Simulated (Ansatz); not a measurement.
Fe₂Ge (P6₃/mmc, No. 194, 6 atoms in the cell; start mp-20432)

Level of theory: PBEsol in Ansatz (plane waves, PAW).

Numerical settings: plane-wave cutoff 500 eV, 12×12×8 k mesh (along the axes of the cell as run), Fermi–Dirac smearing 0.05 eV, spin-polarised start, scalar-relativistic PAW data made under PBE.

Cell (relaxed at this level):

Fe$_{2}$Ge has the hexagonal space group P6₃/mmc (No. 194), Pearson symbol hP6. Lattice parameters: a = b = 4.0551 Å, c = 4.9091 Å, α = β = 90.00°, γ = 120.00°. Fe1 on 2a is surrounded by 2 Fe at 2.455 Å and 6 Fe at 2.643 Å and 6 Ge at 2.643 Å. Fe2 on 2c is coordinated by 5 Ge at 2.341–2.455 Å and 6 Fe at 2.643 Å. Ge on 2d is surrounded by 5 Fe at 2.341–2.455 Å and 6 Fe at 2.643 Å. (Neighbours: up to the widest gap in distance over summed covalent radii, below 1.35, at either atom; cation-cation and far metal-metal contacts left out.)

| Item | Result |
|---|---|
| band gap | zero (no gap) |

Note: the magnetic order was assumed, not searched for or taken from measurement; a magnet's gap depends somewhat on the PAW data; the relaxation could not lower the start's symmetry, so the cell can be a saddle point above a distorted one.

Spin–orbit coupling is not included.

A start named mp-… is a Materials Project structure, which need not be a measured phase.

Ansatz is an electronic-structure program.
